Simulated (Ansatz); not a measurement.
The parent structure is Al2O3 in the corundum structure (space group R-3c, No. 167; a = 4.758 Å, c = 12.992 Å (hexagonal axes)). Axes: x lies along a and z along c of the hexagonal cell.

The values are results of Ansatz (a program for electronic structure) r2SCAN, no SOC, earlier PAW set, not measurements.

Strains are applied to the cell and any free atomic positions relax; under biaxial strain the out-of-plane vector relaxes too; under stress the whole cell relaxes.

One change was made to it. Results:

```json
[
 {"quantity": "energy relative to the base (free energy F)", "base": "0 meV/atom", "after": "+13 meV/atom"},
 {"quantity": "band gap", "base": "7.15 eV", "after": "7.08 eV"},
 {"quantity": "shortest interatomic distance", "base": "1.856 Å", "after": "1.831 Å"}
]
```

Problem. Which of these changes matches the shifts?
A) tensor shear ε_yz = −2.89 %
B) biaxial strain −2.52 %, plane normal [001], relaxed out of plane
C) biaxial strain +2.20 %, plane normal [001], relaxed out of plane
D) biaxial strain −1.91 %, plane normal [001], relaxed out of plane
E) uniaxial stress, 2 GPa compression along z

Solution. A, tensor shear ε_yz = −2.89 %. For comparison, the band gap in the other runs: biaxial strain −2.52 %, plane normal [001], relaxed out of plane gives 7.64 eV; biaxial strain +2.20 %, plane normal [001], relaxed out of plane gives 6.45 eV; uniaxial stress, 2 GPa compression along z gives 7.14 eV; biaxial strain −1.91 %, plane normal [001], relaxed out of plane gives 7.54 eV.

Beyond what the load breaks, stability against distortions was not tested.
